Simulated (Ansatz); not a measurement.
Pressure series in GaP

Take GaP in the zinc blende structure (space group F-43m, No. 216; a = 5.506 Å) as the base.

Cell and atoms are relaxed at each pressure.

Level of theory: Ansatz (a first-principles code) PBE, spin-orbit coupling left out, earlier PAW set.

Two rows of this table had their results exchanged by mistake.

```csv
pressure,volume per atom (Å³),shortest distance (Å),band gap
pressure −2 GPa,21.46,2.406,1.35 eV
pressure −1 GPa,13.91,2.083,0.58 eV
pressure 3 GPa,20.13,2.356,1.58 eV
pressure 7 GPa,19.33,2.324,1.51 eV
pressure 15 GPa,18.11,2.274,1.37 eV
pressure 30 GPa,16.53,2.206,1.13 eV
pressure 50 GPa,15.12,2.142,0.87 eV
pressure 75 GPa,21.15,2.395,1.47 eV
pressure 100 GPa,13.02,2.038,0.34 eV
```

**Question.** Which two?

**Answer.** The rows for pressure −1 GPa and pressure 75 GPa: the volume has to fall steadily with pressure, so 21.15 Å³ belongs to pressure −1 GPa and 13.91 Å³ to pressure 75 GPa.

Load acts through the strain it causes; cell and atoms are relaxed under it. No phonon test of stability was made. Measured, GaP leaves this structure (for a Cmcm phase) near 26 GPa (temperature not stated; as listed in Datta, Sujoy, Jana, Debnarayan, arXiv (2020)).
